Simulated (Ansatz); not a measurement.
## Defect calculation: O on the C site (O_C) in 4H silicon carbide

Computed with PBE, PAW (plane waves to 420 eV; Ansatz, a program for electronic structure). A 3×2×1 supercell of 96 sites was used; the energies come from a 2×2×2 shifted sampling of its zone. Site at the start: the C(k) site. Finite-size correction: monopole term and site-potential alignment. Dielectric constants: PBE linear response of the host. Host gap at this level: 2.23 eV. Finite-size and sampling errors can reach tenths of an eV here. Levels are measured in PBE's own, too narrow, gap. Spin–orbit coupling is left out. Each state is the lowest found from its start.

Formation energies E_f are given with the Fermi level at the valence-band maximum. Chemical conditions: C-rich (Δμ(C) = 0.00 eV, Δμ(O) = -3.97 eV, bounded by alpha cristobalite; only phases computed here count, gases as isolated molecules at 0 K); Si-rich (Δμ(C) = -0.41 eV, Δμ(O) = -4.17 eV, bounded by alpha cristobalite; only phases computed here count, gases as isolated molecules at 0 K). Reference phases: C: graphite, O: O2 molecule in a box.

```csv
charge,moment (μB),largest move off a lattice site (Å),image correction with alignment (eV),"E_f, C-rich (eV)","E_f, Si-rich (eV)"
+2,not spin-polarised,0.15,0.70,0.86,0.66
+1,1.0,0.27,0.18,2.25,2.04
0†,not spin-polarised,0.40,0.00,4.07,3.87
−1*,quenched,0.13,–,–,–
```

* At this level the carrier isn't localised at the defect: at charge −1 electrons occupy the conduction band. Such a state is shallow or no state of the defect, and this cell gives it no level.

† Not settled in this cell, so no level is given: charge 0: carriers not clearly localised.

Starting moments that weren't kept: charge −1 began with 1 μB and ended with 0.0.

Not the lowest form: the same atoms on another site or from another start ended lower, by 0.11 eV at charge +2. The levels below are those of this configuration alone.

Transition levels above the valence-band maximum: ε(+2/+1) = 1.38 eV.

Flagged in the runs: a doubtful potential alignment, a host whose relaxation on this sampling wasn't shown to rest, a strain field that reaches the edge of the cell.
